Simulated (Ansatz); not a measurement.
## ZrC in the rock salt structure (space group Fm-3m, No. 225)

```cif
data_C4Zr4
_chemical_formula_sum 'C4 Zr4'
_space_group_name_H-M_alt 'Fm-3m'
_space_group_IT_number 225
_space_group_name_Hall '-F 4 2 3'
_cell_length_a 4.71144
_cell_length_b 4.71144
_cell_length_c 4.71144
_cell_angle_alpha 90.000
_cell_angle_beta 90.000
_cell_angle_gamma 90.000
loop_
_atom_site_label
_atom_site_type_symbol
_atom_site_symmetry_multiplicity
_atom_site_Wyckoff_symbol
_atom_site_fract_x
_atom_site_fract_y
_atom_site_fract_z
_atom_site_occupancy
C1 C 4 a 0.00000 0.00000 0.00000 1
Zr1 Zr 4 b 0.50000 0.50000 0.50000 1
```
(The calculation used a cell of 2 atoms; values per cell refer to that cell.)

The values are results of Ansatz (a program for electronic structure) r2SCAN, scalar-relativistic without spin-orbit coupling, not measurements. Settings: 17×17×17 k-points, 0.05 eV Fermi–Dirac smearing.

```json
{
  "volume_per_atom": "13.07 Å³",
  "density": "6.56 g/cm³",
  "band_gap": "zero",
  "total_energy": "-2224.354 eV/atom (σ→0; compares only within this code and set-up)"
}
```

Whether these cells are dynamically stable was not tested. The final runs are not spin-polarised.
